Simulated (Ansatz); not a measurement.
Structures of equal composition on the (115) surface of germanium: 2 pairs of surface atoms bonded, no caps; unpaired: 0 pairs of surface atoms bonded, no caps. The slabs share one bottom face, and each structure is named by its start. These are constructed structures in small cells; real faces may alloy, dewet or reconstruct in larger ones, and not all known structures of the face are among them. Slabs of about 14 Å with all that they carry, Fermi-Dirac smearing of 0.025 eV. Bottom of the slabs: built like the top, H on every dangling bond, free. Relaxed from the named starts with such symmetry as they have, on meshes of like density; energies extrapolated to zero smearing; no spin-orbit coupling, no U. Spin-polarised runs, if any, are marked in brackets, and their order is one that fits the cell; the others ran without spin. Where a second, spin-polarised start was run, the lower counts.

All values below come from r2SCAN, at the PBE geometry (plane waves to 500 eV, PAW; Ansatz, a program for electronic structure).

Q: Order them by energy per 1x1 cell (lowest first) at the level r2SCAN, at the PBE geometry.

A: 2 pairs of surface atoms bonded, no caps (0.000 eV, gap 0.62 eV on the mesh), unpaired: 0 pairs of surface atoms bonded, no caps (0.187 eV (2 Ge–Ge bonds formed), gap 0.44 eV on the mesh)
